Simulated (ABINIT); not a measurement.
Short convergence ladders for MnIr (P4mm, 2 atoms in the cell)

```xyz
2
Lattice="2.6550 0.0000 0.0000 0.0000 2.6550 0.0000 0.0000 0.0000 3.6535" Properties=species:S:1:pos:R:3 pbc="T T T"
Mn     1.3275     1.3275     1.8767
Ir     0.0000     0.0000     0.0000
```
Moments meant for the start (each program seeds them in its own way; μB, in the order of the atoms Mn Ir): 4.0 0.0.

Base method: PBEsol, norm-conserving pseudopotentials (PseudoDojo nc-sr-04 PBEsol standard) (plane waves; ABINIT).

Base settings: pseudos = [Mn.upf, Ir.upf]; ecut = 48 Ha; nsppol = 2; occopt = 3; tsmear = 0.00367493 Ha; ngkpt = 4 4 3; nshiftk = 1; shiftk = 0 0 0; potentials = PseudoDojo nc-sr-04 PBEsol standard; nband = 24.

The count of work is k-points × plane waves × bands × iterations; it is no time. 

**The cutoff for other potential files**

Level: DFT, PBEsol, plane waves, PAW (JTH v2.0 PBE PAW, files made for PBE).

In this ladder: pseudos = [Mn.GGA_PBE-JTH.xml, Ir.GGA_PBE-JTH.xml]; nband = 23; potentials = JTH v2.0 PBE PAW; pawxcdev = 0; ixc = -116133. Moved along: pawecutdg.

The second cell is the first with its lattice scaled by 0.98.

The mesh stays at the base's, so the ladder's end is converged at best in this setting alone.

Only quantities that move along the ladder and can be compared are tabulated.

| ecut | free energy less the last step's (meV/atom) | energy of the compressed cell less the first (meV/atom) | pressure (GPa) | count of work / last |
|---|---|---|---|---|
| 14 Ha | 127.00 | 14.03 | -6.97 | 0.17 |
| 21 Ha | 17.75 | 13.68 | -7.55 | 0.28 |
| 30 Ha | 5.41 | 13.43 | -6.51 | 0.39 |
| 45 Ha | 0.57 | 13.46 | -6.31 | 0.73 |
| 60 Ha | 0.00 | 13.35 | -6.30 | 1.0 |

Coarsest ecut that holds the pressure within 1 GPa of the last step, with all finer ones: 30 Ha, at 0.39 of the last step's count of work; the step before is off by 1.2 GPa.

Coarsest ecut that holds the energy of the compressed cell less the first within 0.5 meV/atom of the last step, with all finer ones: 21 Ha, at 0.28 of the last step's count of work; the step before is off by 0.68 meV/atom.

Coarsest ecut that holds the free energy within 2 meV/atom of the last step, with all finer ones: 45 Ha; the step before is off by 5.4 meV/atom.

The energy difference between the two cells stays within 1 meV/atom of the last step's from 14 Ha on, the total only from 45 Ha on: much of the error is common to both cells and cancels.

**The setting fft**

The mesh stays at the base's, so the ladder's end is converged at best in this setting alone.

Only quantities that move along the ladder and can be compared are tabulated.

```tsv
boxcutmin	free energy less the last step's (meV/atom)	pressure (GPa)	largest difference of a force vector from the last step's (eV/Å)
1.2	-4.33	-6.94	0.053
1.5	0.04	-7.33	0.000
1.8	0.00	-7.33	0.000
2.5	0.00	-7.33	0.000
```

Coarsest boxcutmin that holds the free energy within 0.5 meV/atom of the last step, with all finer ones: 1.5; the step before is off by 4.3 meV/atom.

Coarsest boxcutmin that holds the forces within 0.005 eV/Å of the last step, with all finer ones: 1.5; the step before is off by 0.053 eV/Å.

Coarsest boxcutmin that holds the pressure within 0.1 GPa of the last step, with all finer ones: 1.5; the step before is off by 0.39 GPa.

On the base run: the starting cell comes from a database of computed structures (which also holds hypothetical and non-ambient phases and stackings), without a prior relaxation at this level. Its lattice was rescaled by up to half a per cent. One atom was moved a little off its site on purpose. With one magnetic atom in the cell only a parallel order is possible. In the base run, with a pressure of about -7 GPa the cell is away from its equilibrium volume at this level. Without a gap this mesh is coarse (it stands for a supercell whose shortest vector is 11 Å).
